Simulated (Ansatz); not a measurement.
# Input and output of a self-consistent single point for MgB2 (Fddd, 6 atoms in the cell) (Ansatz)

Level of theory: PBE, harder PAW files (source: ansatz) (plane waves; Ansatz, a quantum-chemistry and plane-wave program).

This input was run:

Ansatz 0.2 input:
```yaml
crystal:
  lattice:
    - [0.00000000, 3.79386400, 3.92391900]
    - [2.20277300, 0.00000000, 3.92391900]
    - [2.20277300, 3.79386400, 0.00000000]
  atoms:
    - { symbol: B, position: [0.66350000, 0.33650000, 0.66350000] }
    - { symbol: B, position: [0.33650000, 0.66350000, 0.33650000] }
    - { symbol: B, position: [0.58650000, 0.91350000, 0.58650000] }
    - { symbol: B, position: [0.91350000, 0.58650000, 0.91350000] }
    - { symbol: Mg, position: [0.00000000, 0.00000000, 0.00000000] }
    - { symbol: Mg, position: [0.25000000, 0.25000000, 0.25000000] }
basis:
  ecutwfc: 710.0
kpoints:
  mp_grid:
    grid: [10, 10, 10]
hamiltonian:
  xc: pbe
  pseudopotentials:
    kind: paw
    source: ansatz
scf:
  occupations:
    method: cold
    width: 0.1
output:
  forces: true
  eigenvalues: true
  stress: true
```

Output, abridged:

```
WARN ansatz: RAYON_NUM_THREADS=1 ignored (pool sized by the plan → 1); use --threads N
Pseudopotentials: kind: paw
Pseudopotential: B, paw, valence charge 3
Pseudopotential: Mg, paw, valence charge 10
Crystal: 6 atoms, lattice volume = 65.585 Å³
Basis set: ecut = 710 eV, 2845 PW (Γ), exchange–correlation on 96×80×80 points (8 copies of the dense FFT grid, shifted against one another)
Bands: 22, of which v1, the nominal top of the filled ones, is band 16 counted from 1 (15 counted from 0)
Symmetry: 8 space group operations
Space group: Fddd (ITA 70), of the structure as read, at distance tolerance 4.0e-5 Å
k-points: 171 of 1000
Initial density: superposition of atomic densities (chi_scale 0.1, normalization cell, long waves kept (reshape's long-wave potential 0.00 eV rms))
Initial wavefunctions: pseudopotential atomic-orbital guess
Eigensolver: davidson
Functional: x = pbe(κ = 0.804, μ = 0.2195149727645171), c = pbe(β = 0.06672455060314922)
SCF iter   1: F=—  HF=-4463.294129 eV  |F-HF|=—  |Δ(HF+E_count)|=         —  Δρ=2.63e-2  dr2=2.80e-1  ethr=3.10e-3  ⟨swp⟩=6.3  Hψ=18446  notcnv=0
all-band conjugate gradients solve this SCF's bands
preconditioner: auto → Kerker (q_TF=auto, 2.421 Å⁻¹)
SCF iter   2: F=—  HF=-4463.273266 eV  |F-HF|=—  |Δ(HF+E_count)|=   2.09e-2  S|Δr|=    0.00e0  Δρ=1.52e-2  dr2=1.07e-1  ethr=8.76e-4  ⟨swp⟩=1.3  Hψ=5268  notcnv=0  defer=8
SCF iter   3: F=—  HF=-4463.271341 eV  |F-HF|=—  |Δ(HF+E_count)|=   1.92e-3  S|Δr|=    0.00e0  Δρ=2.61e-3  dr2=3.87e-3  ethr=3.36e-4  ⟨swp⟩=2.9  Hψ=5630  notcnv=0  defer=8
SCF iter   4: F=—  HF=-4463.270724 eV  |F-HF|=—  |Δ(HF+E_count)|=   6.17e-4  S|Δr|=    0.00e0  Δρ=6.97e-4  dr2=3.96e-4  ethr=1.21e-5  ⟨swp⟩=2.1  Hψ=6112  notcnv=0  defer=8
SCF iter   5: F=—  HF=-4463.270571 eV  |F-HF|=—  |Δ(HF+E_count)|=   1.53e-4  S|Δr|=    0.00e0  Δρ=1.10e-4  dr2=8.77e-6  ethr=1.24e-6  ⟨swp⟩=2.5  Hψ=5518  notcnv=0  defer=8
SCF iter   6: F=—  HF=-4463.270574 eV  |F-HF|=—  |Δ(HF+E_count)|=   2.84e-6  S|Δr|=    0.00e0  Δρ=2.15e-5  dr2=2.56e-7  ethr=2.74e-8  ⟨swp⟩=2.0  Hψ=4913  notcnv=0  defer=17
SCF iter   7: F=-4463.270574 eV  HF=-4463.270574 eV  |F-HF|=1.12e-9  |Δ(HF+E_count)|=   1.02e-8  S|Δr|=    0.00e0  Δρ=3.54e-6  dr2=5.25e-9  ethr=3.13e-10  ⟨swp⟩=9.2  Hψ=18868  notcnv=0
SCF 1 converged in 7 iterations: F = -4463.270574 eV  dr2 = 5.25e-9
SCF converged after 7 iterations
Stability not checked (fill_not_monotonic)
Free energy (F): -4463.270574 eV
Harris-Foulkes:  -4463.270574 eV  (|F-HF|=1.12e-9)
Internal energy: -4463.271174 eV  (E = F + TS)
E sigma→0 (E₀):  -4463.270774 eV
Entropy (-TS):   0.000600 eV (0.100 meV/atom)
Fermi energy:    8.214279 eV
--- Per-component energies (eV) ---
  E_band       = -608.050314
  E_kinetic    = 554.647753
  E_local      = -3033.275866  (includes V_loc(G=0)·N_el)
  E_nonlocal   = -154.480563
  E_hartree    = 1174.300621
  E_xc         = -240.400300
  E_vxc        = -285.810490  (∫ρ·V_xc dr)
  E_paw        = -856.854446  (= ΣΔE_a)
  E_vpaw       = -37.732239  (= ΣTr[D̂ρ^β])
  E_aug_tail   = -0.000085  (compensation charges beyond the density's cutoff)
  E_ewald      = -1907.208289
  E_smearing   = 0.000600  (= −TS)
  E_closure    = 0.000000  (closes the sum)
  Σ components = -4463.270574   (vs F -4463.270574, Δ=0.00e0)
--- Forces (eV/Å), atoms counted from 1 ---
  atom   1  B      0.00000000    -0.77903547     0.00000000
  atom   2  B      0.00000000     0.77903547     0.00000000
  atom   3  B      0.00000000     0.77903547     0.00000000
  atom   4  B      0.00000000    -0.77903547     0.00000000
  atom   5  Mg    -0.00000000     0.00000000     0.00000000
  atom   6  Mg     0.00000000     0.00000000     0.00000000
  max |Σ_I F_I| component: 0.00e0 eV/Å
--- Stress (GPa, compression-positive) ---
      -11.003819       0.000000       0.000000
        0.000000      -3.349935       0.000000
        0.000000       0.000000       2.481910
  P = ⅓ Tr σ = -3.9573 GPa (-39.573 kbar)
  The stress holds the Pulay correction. Without it, at fixed plane waves, as pw.x and ABINIT print it: P = -3.9753 GPa
--- Band table (eV; the first three rows and the last of 171) ---
  k-point 0: bands = ["-66.5582", "-66.5516", "-33.3480", "-33.3229", "-33.3172", "-33.3160", "-33.3123", "-33.2875", "-3.5269", "3.9098", "4.0562", "4.6784", "5.3798", "6.0742", "6.4782", "6.8517", "6.9337", "7.4483", "8.1727", "8.1915", "11.9875", "13.2601"]…
  k-point 1: bands = ["-66.5581", "-66.5518", "-33.3477", "-33.3241", "-33.3183", "-33.3142", "-33.3120", "-33.2878", "-3.4172", "3.3977", "3.9529", "4.7023", "5.4763", "5.5074", "6.0022", "6.8725", "7.2156", "7.8054", "8.5849", "9.1057", "11.7126", "13.3327"]…
  k-point 2: bands = ["-66.5578", "-66.5521", "-33.3469", "-33.3266", "-33.3194", "-33.3125", "-33.3104", "-33.2888", "-3.0904", "2.7962", "3.0602", "4.4604", "4.6001", "5.4411", "6.4491", "6.5427", "7.9241", "8.7344", "9.6462", "10.0839", [...]
  k-point 170: bands = ["-66.5549", "-66.5549", "-33.3380", "-33.3380", "-33.3088", "-33.3088", "-33.3056", "-33.3056", "-1.4628", "-1.4628", "4.9196", "4.9196", "5.0589", "5.0589", "7.2195", "7.2195", "7.6821", "7.6821", "12.0447", "12.0447", [...]
```

The run converged in 7 iterations.

The starting cell was generated: these elements placed on a structure prototype, without a prior relaxation; it need not be a known phase or ordering of this composition. With a pressure of about -4 GPa the cell is away from its equilibrium volume at this level. Ansatz's pressure includes its estimate of the finite-basis (Pulay) stress.

Cost on one core of a shared machine: roughly 40 s.
